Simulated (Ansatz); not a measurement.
```
CELL_PARAMETERS angstrom
      0.00000     2.92284     2.92284
      2.92284     0.00000     2.92284
      2.92284     2.92284     0.00000
ATOMIC_POSITIONS crystal
  S  0.00000 0.00000 0.00000
  Pb 0.50000 0.50000 0.50000
```

At this level the gap is small or closed, and a narrow smearing was used. Spin-orbit coupling is not included.

**Question.** List the harmonic phonon frequencies (cm⁻¹; finite displacements on a 6×6×6 mesh, Ansatz, a quantum-chemistry and plane-wave program, LDA functional, plane-wave PAW, k mesh 12×12×12, fermi-dirac smearing of 0.03 eV) at q = (0.000, 0.000, -0.500), (0.000, 0.167, -0.167), (0.000, 0.333, -0.500), in fractions of this cell's reciprocal vectors. At Γ leave out the LO-TO shift.

**Answer.** 
- (0.000, 0.000, -0.500): 56, 56, 109, 204, 204, 238
- (0.000, 0.167, -0.167): 35, 45, 82, 121, 184, 232
- (0.000, 0.333, -0.500): 46, 53, 71, 145, 145, 176

The PAW data sets were generated under PBE and serve the other functionals too.
